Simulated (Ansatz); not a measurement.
**Effect of uniaxial strain ε_zz = +2.00 % on PbSe**

Base system: PbSe in the rock salt structure (space group Fm-3m, No. 225; a = 6.102 Å). Axes: x, y, z lie along the cube axes.

The change: uniaxial strain ε_zz = +2.00 %, all other strain components held at zero; the atoms relax in the strained cell.

Method: plane-wave PAW DFT at the PBEsol level (Ansatz, a program for electronic structure, 420 eV), scalar-relativistic without spin-orbit coupling. k-mesh 9×9×9 (Γ-centred); smearing 0.05 eV (Fermi–Dirac).

| quantity | base | changed | shift |
|---|---|---|---|
| volume per atom | 28.39 Å³ | 28.96 Å³ | +0.57 Å³ |
| space group | Fm-3m (No. 225) | I4/mmm (No. 139) | – |
| energy relative to the base (free energy F) | 0 meV/atom | +4.5 meV/atom | +4.5 meV/atom |
| pressure (mean of the normal stresses, compression positive) | 0.00 GPa | -0.96 GPa | -0.96 GPa |
| band gap | 0.17 eV | 0.22 eV | +0.056 eV |
| gap character | – | direct at N | – |
| valley order (the lowest conduction-band minima on the path, energy above the VBM, named in the base's zone) | L along ⟨111⟩ 0.17 eV; a point along ⟨110⟩, about 0.6 Å⁻¹ from Γ 1.03 eV | L along [1-11] 0.22 eV; a point along [1-10], about 0.6 Å⁻¹ from Γ 1.07 eV | – |
| stress (xx, yy, zz, yz, xz, xy; compression positive) | – | (-0.23, -0.23, -2.42, 0.00, 0.00, 0.00) GPa | – |

With Pb present, leaving out spin-orbit coupling can change the band edges. Stability against distortions was not tested. A zero or small gap of PbSe can be the functional's error rather than a property of the material. k-point labels follow each cell's own Brillouin zone.
